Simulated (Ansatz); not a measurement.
Functionals compared on O on the 1x1 (111) surface of fcc Ag, one in a 2x2 cell, started at the site 'hollow Ag-Ag-Ag over Ag at depth 4.7 Å', in Ansatz (plane waves, PAW). The structure was relaxed with PBE; the other rows are single points on it, each with its references at the same level. Cutoff 420 eV (500 eV for r2SCAN).

Set-up: 17 atoms, 7.1 Å thick at the start under the adsorbate (thin: gaps and levels are the slab's own); mesh 6x6x1; 0.1 eV smearing; dipole correction on; 8 atoms held, the rest relaxed; symmetry of the start imposed; spin-polarised, no spin-orbit, no U, no dispersion correction. The starting moment vanished. At the end it is bonded to 3 Ag. In PBE it is, or lies within 0.03 eV of, the lowest of the starts that converged. These notes are the PBE run's. r2SCAN: The program's check for a lower electronic state was not made. Adsorption energies are against ½ O2(g). A negative adsorption energy means that the adsorbate is more stable on the surface than in its reference.

| functional | adsorption energy (eV) | work function of the top face (eV) | change of the work function (eV) | magnetic moment of the cell (μB) | rough cost of the single point |
|---|---|---|---|---|---|
| PBE | -0.33 | 5.62 | 1.18 | 0.00 | – |
| RPBE | -0.08 | 5.44 | 1.19 | 0.00 | about 7 core-minutes (a rough figure) |
| r2SCAN | … | … | … | 0.00 | around 5 core-minutes (rough) |

Problem. Fill in the missing entries.

Solution. 
- r2SCAN, adsorption energy (eV): -0.50
- r2SCAN, work function of the top face (eV): 5.69
- r2SCAN, change of the work function (eV): 1.28

Ansatz is a program for electronic structure.
